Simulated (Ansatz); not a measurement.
W$_{2}$C (space group P-3m1, No. 164)

```cif
data_CW2
_chemical_formula_sum 'C1 W2'
_space_group_name_H-M_alt 'P 1'
_space_group_IT_number 1
_cell_length_a 3.03475
_cell_length_b 3.03475
_cell_length_c 4.65634
_cell_angle_alpha 90.000
_cell_angle_beta 90.000
_cell_angle_gamma 120.000
loop_
_space_group_symop_operation_xyz
  'x, y, z'
loop_
_atom_site_label
_atom_site_type_symbol
_atom_site_fract_x
_atom_site_fract_y
_atom_site_fract_z
_atom_site_occupancy
C1 C 0.00000 0.00000 0.00000 1
W1 W 0.33333 0.66667 0.25517 1
W2 W 0.66667 0.33333 0.74483 1
```

Method: Ansatz (a first-principles code) PBE-D3(BJ), no spin-orbit coupling. Γ-centred 18×18×10 mesh, Fermi–Dirac width 0.05 eV.

| Item | Result |
|---|---|
| Volume per atom | 12.38 Å³ |
| Density | 16.98 g/cm³ |
| Band gap | zero |
| Total energy | -7007.349 eV/atom (σ→0; compares only within this code and set-up) |

Whether these cells are dynamically stable was not tested. All final runs are without spin polarisation.
